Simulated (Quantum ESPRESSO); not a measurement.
Density of states of Mg₁₄CdBi (Amm2, 16 atoms in the cell).

```
CELL_PARAMETERS angstrom
     10.44258     0.00000     0.00000
      0.00000     3.26726     5.48803
      0.00000    -3.26726     5.48803
ATOMIC_POSITIONS crystal
  Mg 0.00000 0.16597 0.16597
  Mg 0.00000 0.66631 0.66631
  Mg 0.50000 0.16675 0.66509
  Mg 0.50000 0.66509 0.16675
  Mg 0.00000 0.16619 0.66743
  Mg 0.00000 0.66743 0.16619
  Mg 0.24630 0.32775 0.83695
  Mg 0.75370 0.83695 0.32775
  Mg 0.75370 0.32775 0.83695
  Mg 0.24630 0.83695 0.32775
  Mg 0.24915 0.33306 0.33306
  Mg 0.75085 0.33306 0.33306
  Mg 0.24404 0.83584 0.83584
  Mg 0.75596 0.83584 0.83584
  Cd 0.50000 0.16842 0.16842
  Bi 0.50000 0.66663 0.66663
```

Method of the run: PBEsol, SSSP 1.1.2 efficiency (PBE) pseudopotentials (plane waves; Quantum ESPRESSO 7.5).

SCF settings: ecutwfc = 45 Ry; ecutrho = 360 Ry; occupations = smearing; smearing = mp; degauss = 0.0073499 Ry; input_dft = pbesol; K_POINTS = automatic 3 5 5 0 0 0; conv_thr = 1e-10 Ry; mixing_beta = 0.7. Keys of the DOS step: nscf.calculation = nscf; nscf.verbosity = high; nscf.occupations = tetrahedra_opt; nscf.nbnd = 42; nscf.startingwfc = random; nscf.diago_thr_init = 1e-06; nscf.diagonalization = cg; nscf.K_POINTS = automatic 5 8 8 0 0 0; dos.x.fildos = dos.dat; dos.x.Emin = -15 eV; dos.x.Emax = 30 eV; dos.x.DeltaE = 0.1 eV.

The starting cell comes from a database of computed structures (which also holds hypothetical and non-ambient phases and stackings), without a prior relaxation at this level. Spin-orbit coupling is off.

Total DOS (both spins), as means of the tabulated values in each energy bin; the zero is the program's Fermi level or highest filled level, and the curve is cut to this window:

```json
[
 {"E (eV)": "-7.75", "states/eV/cell": "0.00"},
 {"E (eV)": "-7.25", "states/eV/cell": "0.00"},
 {"E (eV)": "-6.75", "states/eV/cell": "0.59"},
 {"E (eV)": "-6.25", "states/eV/cell": "2.96"},
 {"E (eV)": "-5.75", "states/eV/cell": "3.46"},
 {"E (eV)": "-5.25", "states/eV/cell": "3.04"},
 {"E (eV)": "-4.75", "states/eV/cell": "4.33"},
 {"E (eV)": "-4.25", "states/eV/cell": "3.72"},
 {"E (eV)": "-3.75", "states/eV/cell": "5.61"},
 {"E (eV)": "-3.25", "states/eV/cell": "5.51"},
 {"E (eV)": "-2.75", "states/eV/cell": "5.75"},
 {"E (eV)": "-2.25", "states/eV/cell": "5.22"},
 {"E (eV)": "-1.75", "states/eV/cell": "6.52"},
 {"E (eV)": "-1.25", "states/eV/cell": "6.82"},
 {"E (eV)": "-0.75", "states/eV/cell": "6.22"},
 {"E (eV)": "-0.25", "states/eV/cell": "6.79"},
 {"E (eV)": "0.25", "states/eV/cell": "7.24"},
 {"E (eV)": "0.75", "states/eV/cell": "7.24"},
 {"E (eV)": "1.25", "states/eV/cell": "7.74"},
 {"E (eV)": "1.75", "states/eV/cell": "7.63"},
 {"E (eV)": "2.25", "states/eV/cell": "8.47"}
]
```

Around zero the curve holds about 7.2 states/eV/cell.
